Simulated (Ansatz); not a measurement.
**Zr3N4: pressure series**

The parent structure is Zr$_{3}$N$_{4}$ (space group I-43d, No. 220).

```xyz
14
Lattice="-3.3913 3.3913 3.3913 3.3913 -3.3913 3.3913 3.3913 3.3913 -3.3913" Properties=species:S:1:pos:R:3 pbc="T T T"
Zr     0.0000     5.0869     0.8478
Zr     0.0000     1.6956     2.5435
Zr     0.8478     0.0000     5.0869
Zr     2.5435     0.0000     1.6956
Zr     5.0869     0.8478     0.0000
Zr     1.6956     2.5435     0.0000
N      2.1499     2.1499     2.1499
N      0.4542    -0.4542     2.9371
N      1.2414     4.6327    -1.2414
N      2.9371     0.4542    -0.4542
N     -1.2414     1.2414     4.6327
N      0.4542     0.4542     0.4542
N      4.6327    -1.2414     1.2414
N     -0.4542     2.9371     0.4542
```

Cell and atoms are relaxed at each pressure.

Levels (all Ansatz, a first-principles code, PAW): PBE (420 eV, scalar-relativistic without spin-orbit coupling); PBEsol (420 eV, scalar-relativistic without spin-orbit coupling).

The base cell above is that of PBE; each level relaxes its own structures.

```csv
case,"lattice parameter a, PBE","lattice parameter a, PBEsol"
pressure −2 GPa,6.808 Å,6.721 Å
pressure −1 GPa,6.795 Å,6.712 Å
pressure 0.3 GPa,6.780 Å,6.700 Å
pressure 0.7 GPa,6.775 Å,6.697 Å
pressure 1.5 GPa,6.766 Å,6.689 Å
pressure 3 GPa,6.750 Å,6.676 Å
pressure 5 GPa,6.730 Å,6.660 Å
pressure 7.5 GPa,6.707 Å,6.640 Å
pressure 10 GPa,6.686 Å,6.622 Å
```

PBE lies above PBEsol in every row, by 0.064 Å to 0.086 Å. They put the cases in the same order.

Load acts through the strain it causes; cell and atoms are relaxed under it. Stability against distortions was not tested. Competing high-pressure phases were not computed.
